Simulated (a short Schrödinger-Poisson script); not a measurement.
System: MOS inversion layer, Al2O3 on p-type Si(100), at 400 K.

| layer | material | thickness (nm) | Na (cm⁻³) |
|---|---|---|---|
| 1 | Al2O3 | 5.8 | - |
| 2 | Si | 330 | 1.7e18 |

Constants are typed, rounded textbook-type inputs, not results; the design itself was drawn at random and stands for no fabricated device. Al2O3: permittivity 9, conduction-band edge (eV) 2.7, gap (eV) 6.8, electron mass (mₑ) 0.3. Si: permittivity 11.7, conduction-band edge (eV) 0, gap (eV) 1.124, Nv at 300 K (cm⁻³) 3.1e19.

Channel valleys (confinement mass, in-plane density-of-states mass, number): Δ2 0.916, 0.19, 2; Δ4 0.19, 0.417, 4. At the gate the conduction-band edge of layer 1 lies 2.96 eV − eVg above the Fermi level of the channel; the field vanishes at the back. Gaps are held at their typed values at every temperature. Mesh 0.03 nm at interfaces.

From a short Schrödinger-Poisson script (our own, NumPy): 1D Poisson equation in equilibrium, electrons quantum, Hartree (BenDaniel-Duke, 12 states a valley, the channel's in-plane mass for all, wave functions ending at the dielectric), parabolic valleys, classical holes, full ionisation, no traps, pinning or gate leakage.

The same stack at other levels of the model or other numerical settings:

```tsv
run	sheet density of all electrons at Vg = 2.3 V (cm⁻²)	sheet density of all electrons at Vg = 1.1 V (cm⁻²)	capacitance at Vg = 2.3 V (μF/cm²)	centroid of the channel electrons at Vg = 2.3 V (nm)	rough cost against the base
base	9.89e12	1.44e12	1.19	1.25	about 1
electrons treated as classical, Boltzmann	1.20e13	2.44e12	1.32	0.33	0.03
electrons treated as classical, Fermi-Dirac	1.15e13	2.37e12	1.27	0.47	0.2
mesh six times as coarse	9.90e12	1.45e12	1.19	1.25	0.2
one subband a valley	9.87e12	1.43e12	1.19	1.23	0.5
```

The classical rows ignore confinement, and Boltzmann statistics overrate the density once the band edge passes the Fermi level.
